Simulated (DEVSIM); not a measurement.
Device: abrupt Si n-p junction, at 400 K.

```
layer (left to right)  material  thickness (μm)  Nd (cm⁻³)  Na (cm⁻³)  τn (s)  τp (s)
---------------------  --------  --------------  ---------  ---------  ------  ------
1                            Si           0.380     9.5e18          -  1.2e-6  1.2e-6
2                            Si             170          -     1.2e15  1.2e-6  1.2e-6
```

Left contact: ohmic. Right contact: ohmic. Voltage is applied to the left contact. Recombination: SRH at mid-gap. Mobility is μmin + (μ − μmin)/(1 + (N/Nref)^α).

The device is made up for the run: typed textbook-type constants, with dimensions and the other settings drawn at random. Values at 300 K; Nc and Nv go as T^1.5, mobilities as T to minus their exponent, the gap by Varshni's rule with the affinity fixed.

```csv
parameter,Si
gap (eV),1.124
affinity (eV),4.05
permittivity,11.7
Nc (cm⁻³),2.86e19
Nv (cm⁻³),3.1e19
μn (cm²/Vs),1417
μp (cm²/Vs),470
"μn,min",52
"μp,min",45
"Nref,n",9.7e16
"Nref,p",2.2e17
αn,0.68
αp,0.72
T exponent of μn,2.3
T exponent of μp,2.2
Varshni α (eV/K),0.000473
Varshni β (K),636
```

Simulated with DEVSIM: 1D drift-diffusion, Boltzmann statistics, complete ionisation; no tunnelling, impact ionisation, image-force lowering or self-heating.

The temperature was swept, all else fixed.

```
temperature (K)  dark forward voltage at 1 A/cm² (V)  potential step across the device at zero bias (V)  largest field in the device at zero bias (V/cm)
---------------  -----------------------------------  -------------------------------------------------  -----------------------------------------------
250                                            0.758                                              0.905                                           160000
300                                            0.676                                              0.833                                           170000
350                                            0.597                                              0.757                                           180000
400                                            0.523                                              0.679                                           200000
450                                            0.451                                              0.597                                           210000
500                                            0.362                                              0.516                                           220000
```

From the first row to the last the dark forward voltage at 1 A/cm² goes from 0.758 to 0.362. From the first row to the last the potential step across the device at zero bias goes from 0.905 to 0.516.
